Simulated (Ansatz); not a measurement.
Ba2Ti2N3F3 (model structure, P-4m2, No. 115, 10 atoms in the cell)

Level of theory: HSE06 (PAW; Ansatz, a quantum-chemistry and plane-wave program).

Run with plane-wave cutoff 460 eV, 6×6×4 k mesh (along the axes of the cell as run), Fermi–Dirac smearing 0.01 eV, no spin polarisation, scalar-relativistic PAW data made under PBE.

Cell (relaxed with PBEsol):

```xyz
10
Lattice="4.0207 0.0000 0.0000 0.0000 4.0207 0.0000 0.0000 0.0000 8.3722" Properties=species:S:1:pos:R:3 pbc="T T T"
Ba     2.0104     2.0104     0.0000
Ti     0.0000     0.0000     6.0628
F      2.0104     0.0000     6.4164
N      0.0000     2.0104     6.2879
F      0.0000     0.0000     0.0000
Ba     2.0104     2.0104     4.1861
Ti     0.0000     0.0000     2.3094
N      2.0104     0.0000     2.0842
F      0.0000     2.0104     1.9558
N      0.0000     0.0000     4.1861
```

```
Quantity                                                          Result
-------------------------------------------  ---------------------------
band gap                                     2.38 eV (on the SCF k mesh)
smallest direct gap on the k points sampled                      2.46 eV
```

Note: the relaxation could raise the start's symmetry but not lower it, so the cell can be a saddle point; cell and atoms aren't relaxed at this level (largest force component 0.26 eV/Å, pressure 1.3 GPa).

Spin–orbit coupling is not included.

Static lattice: no zero-point or thermal effects.

A model structure was made by putting elements into a prototype or built by hand; it is no filed structure, need not be a known phase, and can be a saddle point held by its symmetry.
